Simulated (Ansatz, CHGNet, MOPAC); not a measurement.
# 1T (CdI2-type) MgI2, lattice parameter a

Reference value: 4.14 Å (measured, temperature not stated, copied from a table, unchecked, not corrected to a static lattice; as tabulated in Crystal Structures 1, 239 (1963)).

```json
[
 {"level (code)": "PM7 semi-empirical Hartree-Fock (MOPAC) (MOPAC)", "value (Å)": "4.441", "difference (%)": "+7.27"},
 {"level (code)": "CHGNet-r²SCAN (CHGNet)", "value (Å)": "4.227", "difference (%)": "+2.10"},
 {"level (code)": "LDA (Ansatz)", "value (Å)": "4.075", "difference (%)": "-1.57"},
 {"level (code)": "PBE (Ansatz)", "value (Å)": "4.206", "difference (%)": "+1.59"},
 {"level (code)": "PBE+SOC (Ansatz)", "value (Å)": "4.210", "difference (%)": "+1.69"},
 {"level (code)": "PBE-D3(BJ) (Ansatz)", "value (Å)": "4.124", "difference (%)": "-0.39"},
 {"level (code)": "PBE-D4 (Ansatz)", "value (Å)": "4.132", "difference (%)": "-0.19"},
 {"level (code)": "rVV10 (Ansatz)", "value (Å)": "4.194", "difference (%)": "+1.30"},
 {"level (code)": "r²SCAN (Ansatz)", "value (Å)": "4.186", "difference (%)": "+1.11"},
 {"level (code)": "r²SCAN-D4 (Ansatz)", "value (Å)": "4.165", "difference (%)": "+0.60"},
 {"level (code)": "r²SCAN+rVV10 (Ansatz)", "value (Å)": "4.154", "difference (%)": "+0.34"},
 {"level (code)": "PBE0 (Ansatz)", "value (Å)": "4.176", "difference (%)": "+0.87"}
]
```

The reference's temperature isn't stated, so close values are not ranked against it. Off by more than 1.25 % (a bound picked here): PM7 semi-empirical Hartree-Fock (MOPAC) (+7.27 %), CHGNet-r²SCAN (+2.10 %), LDA (-1.57 %), PBE (+1.59 %), PBE+SOC (+1.69 %), rVV10 (+1.30 %).

The reference has no zero-point or thermal correction, while the calculations are for a static lattice, so the differences are not the levels' errors alone. A static lattice is as a rule a little smaller than the measured one.  PM7 semi-empirical Hartree-Fock (MOPAC): the method was fitted mainly to molecules. PM7 semi-empirical Hartree-Fock (MOPAC): the run uses a supercell at the zone centre in place of a k mesh. LDA, PBE, PBE+SOC, r²SCAN, PBE0: the cell comes from a level without a dispersion term, which matters for the spacing of layers, chains or molecules. Cutoffs and k meshes differ between the levels. Ansatz's density-functional and Hartree–Fock values are scalar-relativistic unless marked +SOC, with PAW data made under PBE.

Machine-learned potentials (CHGNet-r²SCAN) are trained on DFT data, which may include these solids.

Differences are worked out from the printed values.

Ansatz is a first-principles code.
